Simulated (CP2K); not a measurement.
Band structure of CsPdBr₃ (P1, 5 atoms in the cell).

```yaml
crystal:
  lattice:
    - [5.41693, 0.00000, 0.00000]
    - [0.00196, 5.41814, 0.00000]
    - [0.00080, 0.00152, 5.41865]
  atoms:
    - { symbol: Cs, position: [0.99905, 0.99228, 0.99926] }
    - { symbol: Pd, position: [0.50458, 0.48479, 0.50085] }
    - { symbol: Br, position: [0.50327, 0.48825, 0.00077] }
    - { symbol: Br, position: [0.49871, 0.98508, 0.49815] }
    - { symbol: Br, position: [0.00439, 0.48959, 0.50097] }
```

Level of theory: LDA (Pade form), GPW, DZVP-MOLOPT-SR-GTH basis, GTH-PADE potentials (GTH_POTENTIALS) (CP2K).

Settings: CUTOFF = 500 Ry; REL_CUTOFF = 60 Ry; SMEAR/METHOD = FERMI_DIRAC; ELECTRONIC_TEMPERATURE = 580.23 K; KPOINTS/SCHEME = MONKHORST-PACK 3 3 3; XC_FUNCTIONAL = PADE; Cs/BASIS_SET = DZVP-MOLOPT-SR-GTH-q9; Cs/POTENTIAL = GTH-PADE-q9; Pd/BASIS_SET = DZVP-MOLOPT-SR-GTH-q18; Pd/POTENTIAL = GTH-PADE-q18; Br/BASIS_SET = DZVP-MOLOPT-SR-GTH-q7; Br/POTENTIAL = GTH-PADE-q7; METHOD = GPW; EPS_DEFAULT = 1e-10.

The starting cell comes from a database of computed structures (which also holds hypothetical and non-ambient phases and stackings), without a prior relaxation at this level. Its lattice was rescaled by a random factor within 2.5 % of one. Spin polarisation is off. Values carry the incompleteness of an atom-centred basis.

Levels in eV from the Fermi level, bands 21 to 26:
| point | 21 | 22 | 23 | 24 | 25 | 26 |
|---|---|---|---|---|---|---|
| Γ | -2.03 | -2.03 | -1.66 | -1.66 | -1.66 | 1.67 |
| Y | -1.92 | -1.92 | -1.27 | -1.27 | -1.15 | 4.70 |
| H | -1.45 | -1.36 | -1.36 | -1.34 | 0.94 | 6.50 |
| C | -1.92 | -1.92 | -1.27 | -1.27 | -1.15 | 4.70 |
| E | -1.45 | -1.36 | -1.36 | -1.34 | 0.94 | 6.51 |
| M1 | -1.30 | -1.30 | -1.30 | 0.95 | 0.95 | 5.49 |
| A | -1.30 | -1.30 | -1.30 | 0.95 | 0.95 | 5.49 |
| X | -1.45 | -1.36 | -1.36 | -1.34 | 0.94 | 6.50 |
| H1 | -1.45 | -1.36 | -1.36 | -1.34 | 0.94 | 6.50 |
| D | -1.45 | -1.36 | -1.36 | -1.34 | 0.94 | 6.51 |

Bands cross the Fermi level along this path, so the cell is metallic at this level.

Higher empty bands are left out: an atom-centred basis made for the valence describes them poorly.
